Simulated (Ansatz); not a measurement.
**Effect of isotropic strain −3.00 % on ScAl3**

Take ScAl3 in the Cu3Au type structure (space group Pm-3m, No. 221; a = 4.1067 Å; relaxed with 0.1 eV smearing) as the base.

Now apply this change: an isotropic linear strain of −3.00 %, atoms relaxed at fixed cell.

The values are results of PBE (Ansatz, an electronic-structure program, PAW, without spin-orbit coupling), not measurements. k-mesh 14×14×14 (Γ-centred); smearing 0.1 eV (Fermi–Dirac).

```json
[
 {"quantity": "volume per atom", "base": "17.31 Å³", "changed": "15.80 Å³", "shift": "-1.51 Å³"},
 {"quantity": "space group", "base": "Pm-3m (No. 221)", "changed": "Pm-3m (No. 221)", "shift": "–"},
 {"quantity": "shortest interatomic distance", "base": "2.904 Å", "changed": "2.817 Å", "shift": "-0.087 Å"},
 {"quantity": "energy relative to the base (free energy F)", "base": "0 meV/atom", "changed": "+42 meV/atom", "shift": "+42 meV/atom"},
 {"quantity": "band gap", "base": "zero", "changed": "zero", "shift": "–"}
]
```

Cost of the whole job for the changed cell (relaxation, final SCF and bands): roughly 13 core-seconds.

Whether these cells are dynamically stable was not tested. The final runs are not spin-polarised.
